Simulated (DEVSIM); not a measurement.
Structure: Cr/SiO2/p-Si capacitor, at 500 K.

Layer 1 from the left is SiO2, thickness (nm) 7.20. Layer 2 from the left is Si, thickness (nm) 2900, Na (cm⁻³) 3.8e16.

Metal gate on the left, work function 4.5 eV. Fixed charge at the semiconductor interface 0 cm⁻² (in units of +e); no interface traps.

The device is made up for the run: typed textbook-type constants, with dimensions and the other settings drawn at random. Values at 300 K; Nc and Nv go as T^1.5, mobilities as T to minus their exponent, the gap by Varshni's rule with the affinity fixed.

SiO2: gap (eV) 9, affinity (eV) 0.9, permittivity 3.9. Si: gap (eV) 1.124, affinity (eV) 4.05, permittivity 11.7, Nc (cm⁻³) 2.86e19, Nv (cm⁻³) 3.1e19, Varshni α (eV/K) 0.000473, Varshni β (K) 636.

Model (solved in DEVSIM): 1D Poisson equation in equilibrium, Boltzmann statistics, complete ionisation; no quantum confinement or tunnelling. Metal contacts follow the ideal Schottky-Mott rule: no Fermi-level pinning, no interface dipoles.

**Question.** What does the simulation give for the minimum of the low-frequency capacitance, the flat-band voltage, the threshold voltage (band bending 2φF)?

**Answer.** minimum of the low-frequency capacitance 0.0952 μF/cm²; flat-band voltage -0.29 V; threshold voltage (band bending 2φF) 0.28 V.
